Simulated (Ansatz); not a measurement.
Base system: TiB₂ (space group P6/mmm, No. 191; a = 3.0320 Å, c = 3.2244 Å).

The values are results of Ansatz (an electronic-structure program) PBE, no SOC, not measurements.

For the base:

| Quantity | Result |
|---|---|
| Lattice parameter a | 3.032 Å |
| c/a ratio | 1.063 |

One thing is altered: cell and atoms relaxed at a pressure of 30 GPa.

### Question
How does this affect the lattice parameter a?

### Answer
The lattice parameter a decreases by 0.086 Å to 2.946 Å.

### Question
What does the calculation give for the c/a ratio after the change?

### Answer
The c/a ratio shrinks by 0.013, from 1.063 to 1.050.

Load acts through the strain it causes; cell and atoms are relaxed under it. Whether these cells are dynamically stable was not tested. No other phases were tried under pressure. The final runs are not spin-polarised.
